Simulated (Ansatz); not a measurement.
The parent structure is WSi$_{2}$ (space group I4/mmm, No. 139; a = 3.2024 Å, c = 7.8177 Å; relaxed with 0.1 eV smearing). Axes: x, y, z lie along a, b, c of the conventional cell.

Method: DFT with PBEsol, PAW potentials and a 420 eV plane-wave cutoff in Ansatz (a first-principles code), no spin-orbit coupling.

Strains are applied to the cell and any free atomic positions relax.

One change was made to it. Results:

| quantity | base | after |
|---|---|---|
| energy relative to the base (free energy F) | 0 meV/atom | +7.2 meV/atom |
| pressure (mean of the normal stresses, compression positive) | 0.0 GPa | 0.2 GPa |
| shortest interatomic distance | 2.588 Å | 2.588 Å |

Q: Which change produced these results?
A. tensor shear ε_xz = +1.43 %
B. tensor shear ε_xz = +0.29 %
C. tensor shear ε_xz = +0.86 %
D. tensor shear ε_xz = +0.57 %
E. tensor shear ε_xz = +1.71 %

A: A, tensor shear ε_xz = +1.43 %. For comparison, the energy relative to the base in the other runs: tensor shear ε_xz = +0.57 % gives +1.1 meV/atom; tensor shear ε_xz = +1.71 % gives +10 meV/atom; tensor shear ε_xz = +0.29 % gives +0.3 meV/atom; tensor shear ε_xz = +0.86 % gives +2.6 meV/atom.

Whether these cells are dynamically stable was not tested. All final runs are without spin polarisation.
